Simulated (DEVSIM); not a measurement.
Device: Al/SiO2/n-Ge capacitor, at 400 K.

```
layer (left to right)  material  thickness (nm)  Nd (cm⁻³)
---------------------  --------  --------------  ---------
1                          SiO2            9.70          -
2                            Ge            2200     7.1e16
```

Metal gate on the left, work function 4.1 eV. Fixed charge at the semiconductor interface -1.3e11 cm⁻² (in units of +e); no interface traps.

This is a model device: material constants are rounded textbook-type values typed into the input, and sizes, dopings and lifetimes were drawn at random. Values at 300 K; Nc and Nv go as T^1.5, mobilities as T to minus their exponent, the gap by Varshni's rule with the affinity fixed.

| parameter | SiO2 | Ge |
|---|---|---|
| gap (eV) | 9 | 0.664 |
| affinity (eV) | 0.9 | 4 |
| permittivity | 3.9 | 16 |
| Nc (cm⁻³) | - | 1.04e19 |
| Nv (cm⁻³) | - | 6e18 |
| Varshni α (eV/K) | - | 0.000477 |
| Varshni β (K) | - | 235 |

Model (solved in DEVSIM): 1D Poisson equation in equilibrium, Boltzmann statistics, complete ionisation; no quantum confinement or tunnelling. Metal contacts follow the ideal Schottky-Mott rule: no Fermi-level pinning, no interface dipoles.

The temperature was swept, all else fixed.

| temperature (K) | threshold voltage (band bending 2φF) (V) | flat-band voltage (V) | minimum of the low-frequency capacitance (μF/cm²) |
|---|---|---|---|
| 250 | -0.79 | 0.06 | 0.105 |
| 300 | -0.72 | 0.03 | 0.114 |
| 350 | -0.64 | 0.00 | 0.127 |
| 400 | -0.56 | -0.03 | 0.147 |
| 450 | -0.47 | -0.06 | 0.175 |
| 500 | -0.37 | -0.09 | 0.205 |

From the first row to the last the threshold voltage (band bending 2φF) goes from -0.79 to -0.37. From the first row to the last the flat-band voltage goes from 0.06 to -0.09.
